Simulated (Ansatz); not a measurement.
For In3SbTe2 (Immm, No. 71, 6 atoms in the cell; start mp-1223976), LDA (PAW; Ansatz, an electronic-structure program) gives:

- bulk modulus B0: 56.4 GPa
- cohesive energy: 3.47 eV/atom

### Question
What does r²SCAN (plane waves, PAW; Ansatz) give for the same quantities?

### Answer

- bulk modulus: 49.8 GPa (drops by 12 %)
- cohesive energy: 2.69 eV/atom (decreases by 0.78 eV/atom)

Changes are worked out from the printed values.

Unless a cell is named, each level is at its own relaxed cell (LDA 27.65, r²SCAN 29.37 Å³/atom).

Levels without +SOC leave out spin–orbit coupling, which shifts energies and cells of such heavy elements.

Caveats: the bulk modulus is −V dP/dV from two relaxed cells at ±2 % in volume (LDA, r²SCAN); the relaxation could not lower the start's symmetry, so the cell can be a saddle point above a distorted one (LDA, r²SCAN). Ansatz's density-functional and Hartree–Fock values are scalar-relativistic unless marked +SOC, with PAW data made under PBE.

A start named mp-… is a Materials Project structure, which need not be a measured phase.
